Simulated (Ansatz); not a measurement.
# Effect of isotropic strain −0.50 % on CuI

Take CuI in the zinc blende structure (space group F-43m, No. 216; a = 6.023 Å) as the base.

Perturbation: an isotropic linear strain of −0.50 %; the atoms relax in the strained cell.

All numbers come from r2SCAN/PAW in Ansatz (a first-principles code), without spin-orbit coupling. k-mesh 10×10×10 (Γ-centred); smearing 0.05 eV (Fermi–Dirac).

- Volume per atom = 26.90 Å³ (base 27.31 Å³)
- Space group = F-43m (No. 216) (base F-43m (No. 216))
- Shortest interatomic distance = 259.5 pm (base 260.8 pm)
- Energy relative to the base (free energy F) = +0.9 meV/atom
- Band gap = 1.71 eV (base 1.67 eV)
- Gap character = direct at Γ (base direct at Γ)
- Mean gap deformation potential ΔEg/Δln V = -3.0 eV
- Width of the top valence band = 1.62 eV (base 1.56 eV)
- Electron mass = 0.18 mₑ (at Γ) (base 0.18 mₑ (at Γ))
- Valley order (the lowest conduction-band minima on the path, energy above the VBM, named in the base's zone) = Γ 1.71 eV; L along ⟨111⟩ 2.58 eV; X along ⟨100⟩ 2.87 eV (base Γ 1.67 eV; L along ⟨111⟩ 2.57 eV; X along ⟨100⟩ 2.90 eV)

Final structure:

```
CuI
1.0
    0.00000     2.99635     2.99635
    2.99635     0.00000     2.99635
    2.99635     2.99635     0.00000
Cu I
1 1
Direct
  0.00000   0.00000   0.00000
  0.25000   0.25000   0.25000
```

With I present, leaving out spin-orbit coupling can change the band edges. Masses are band curvatures over ±0.01 Å⁻¹ around the edge. No phonon test of stability was made. All final runs are without spin polarisation.
